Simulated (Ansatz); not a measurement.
A hypothetical phase is included: elements placed on a structure type, which no database files for this compound.

By PBEsol, the system below comes out a metal.

Consider the following.

```
CELL_PARAMETERS angstrom
      3.95853     0.00000     0.00000
      0.00000     5.59821     0.00000
      1.97927     2.79911     1.97927
ATOMIC_POSITIONS crystal
  Re 0.50000 0.75000 0.00000
  Re 0.00000 0.50000 0.00000
```

The cell was relaxed by PBE-D3(BJ).

The current flows along the normal of the first two printed cell vectors, the (110) plane of the conventional cell. No spin-orbit coupling; the value is a mean over 0.1 eV about the Fermi level.

**Question.** Compute, with PBEsol in Ansatz (an electronic-structure program), the ballistic conductance per area.

**Answer.** 0.73 × 10¹⁵ S/m² for both spins.
